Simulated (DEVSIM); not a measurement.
Device: illuminated GaAs p-on-n cell, one wavelength, at 300 K.

```tsv
layer (left to right)	material	thickness (μm)	Nd (cm⁻³)	Na (cm⁻³)	τn (s)	τp (s)	absorption coefficient (cm⁻¹)
1	GaAs	0.590	-	9.8e17	6.4e-10	4.7e-10	24000
2	GaAs	0.800	2.3e15	-	7.8e-10	7.8e-10	24000
```

Left contact: ohmic, minority electron recombination velocity 70 cm/s. Right contact: ohmic, minority hole recombination velocity 4000 cm/s. Voltage is applied to the left contact. Recombination: SRH at mid-gap, radiative, Auger. Light enters at the left, 4.1e17 photons cm⁻² s⁻¹, one pass, no reflection. Mobility is μmin + (μ − μmin)/(1 + (N/Nref)^α).

Constants are typed, rounded textbook-type inputs, not results; the design itself was drawn at random and stands for no fabricated device. Values at 300 K.

```tsv
parameter	GaAs
gap (eV)	1.424
affinity (eV)	4.07
permittivity	12.9
Nc (cm⁻³)	4.7e17
Nv (cm⁻³)	9e18
μn (cm²/Vs)	8500
μp (cm²/Vs)	400
μn,min	500
μp,min	20
Nref,n	6e16
Nref,p	1.5e17
αn	0.39
αp	0.38
B (cm³/s)	2e-10
Cn (cm⁶/s)	1e-30
Cp (cm⁶/s)	1e-30
```

Simulated with DEVSIM: 1D drift-diffusion, Boltzmann statistics, complete ionisation; no tunnelling, impact ionisation, image-force lowering or self-heating.

The photon flux was swept, all else fixed.

```json
[
 {"photon flux (cm^-2 s^-1)": "1.2e16", "open-circuit voltage (V)": "0.710", "fill factor": "0.76", "largest power (mW/cm²)": "0.974", "short-circuit current (mA/cm²)": "1.80"},
 {"photon flux (cm^-2 s^-1)": "4.1e16", "open-circuit voltage (V)": "0.767", "fill factor": "0.78", "largest power (mW/cm²)": "3.66", "short-circuit current (mA/cm²)": "6.15"},
 {"photon flux (cm^-2 s^-1)": "1.2e17", "open-circuit voltage (V)": "0.815", "fill factor": "0.79", "largest power (mW/cm²)": "11.6", "short-circuit current (mA/cm²)": "18.0"},
 {"photon flux (cm^-2 s^-1)": "4.1e17", "open-circuit voltage (V)": "0.867", "fill factor": "0.80", "largest power (mW/cm²)": "42.8", "short-circuit current (mA/cm²)": "61.5"},
 {"photon flux (cm^-2 s^-1)": "1.2e18", "open-circuit voltage (V)": "0.909", "fill factor": "0.82", "largest power (mW/cm²)": "133", "short-circuit current (mA/cm²)": "180"},
 {"photon flux (cm^-2 s^-1)": "4.1e18", "open-circuit voltage (V)": "0.954", "fill factor": "0.83", "largest power (mW/cm²)": "487", "short-circuit current (mA/cm²)": "615"},
 {"photon flux (cm^-2 s^-1)": "1.2e19", "open-circuit voltage (V)": "0.992", "fill factor": "0.84", "largest power (mW/cm²)": "1500", "short-circuit current (mA/cm²)": "1800"}
]
```

From the first row to the last the open-circuit voltage goes from 0.710 to 0.992. From the first row to the last the fill factor goes from 0.76 to 0.84.
